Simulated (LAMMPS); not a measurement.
Quenches at 1e+12 K/s across the composition of Al (fcc) with a share x of Al sites Fe; each row starts from its own melt temperature.

Model: classical MD, pair style eam/fs, file AlFe_mm.eam.fs; code LAMMPS.

| x | density | state |
|---|---|---|
| 0.1 | 3.06 g/cm³ (one sample) | glass |
| 0.25 | 3.87 g/cm³ (one sample) | glass |
| 0.5 | 5.34 g/cm³ (one sample) | glass |

Caution: the potential EAM-type AlFe_mm.eam.fs is made for dilute Fe in Al.
